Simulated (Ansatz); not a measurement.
## What Hf on a O site (antisite), symmetric start does to hypothetical CdI2 type HfO2

The reference is a 12-atom supercell of HfO$_{2}$ in the CdI2 type structure (space group P-3m1, No. 164; a = 3.2085 Å, c = 4.5149 Å; a hypothetical phase, not in the database extracts checked; layered, stacked along the Cartesian z axis) at its relaxed geometry.

Perturbation: one O atom is replaced by Hf, atoms relaxed at fixed cell.

All numbers come from Ansatz (an electronic-structure program), PBEsol-D3(BJ), PAW, cutoff 420 eV, no SOC. Γ-centred 7×7×7 mesh, Fermi–Dirac width 0.01 eV.

```yaml
pressure: 2.4 GPa (base 0.0 GPa)
energy_gained_by_relaxation: 12.99 eV
largest_displacement_of_a_host_atom_from_its_site_in_the_perfect_cell: 0.22 Å
```

Cost of the whole job for the changed cell (relaxation, final SCF and bands): very roughly 50 core-minutes.

The magnetic state is the one reached from the starting moments; the real material's order can differ, and small cells can't hold many antiferromagnetic ones. The cell is small, so the values are those of an ordered compound at a high defect concentration; dilute-limit values will differ. The mesh was chosen for an insulator and is coarse for the gapless case. The defect started on the symmetric site and kept its symmetry, so it may sit on a saddle. Seeded moments were not kept for Hf on a O site (antisite). The defect cell is spin-polarised and ends with 0.5 μB, a fractional moment that hangs on the mesh and smearing.
